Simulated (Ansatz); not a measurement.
Given:

```xyz
5
Lattice="5.3689 0.0000 0.0000 2.6844 4.6496 0.0000 2.6844 -1.5499 2.2488" Properties=species:S:1:pos:R:3 pbc="T T T"
Sr     0.0000     0.0000     0.0000
Ti     2.6844     1.5499     1.1244
O      2.6844     0.0000     0.0000
O      1.3422     2.3248     0.0000
O      4.0267     2.3248     0.0000
```

No spin polarisation.

Level of theory: plane-wave PAW DFT at the LDA level (Ansatz, a program for electronic structure, 420 eV), without spin-orbit coupling. Γ-centred 9×9×9 mesh, Fermi–Dirac width 0.05 eV.

Question: Predict the gap character, band gap, pressure and space group.

Answer: The gap character is indirect, T → Γ. The band gap is 1.83 eV, the pressure (mean of the normal stresses, compression positive) is 4.18 GPa and the space group is R-3m (No. 166).

The cells carry an imposed strain or load. No phonon test of stability was made. All final runs are without spin polarisation. The cell was made from SrTiO3 in the cubic perovskite structure (space group Pm-3m, No. 221) by this change: biaxial strain −1.50 %, plane normal [111], relaxed out of plane. Many cubic perovskites are stable only at high temperature; tilts and polar distortions were not tested.
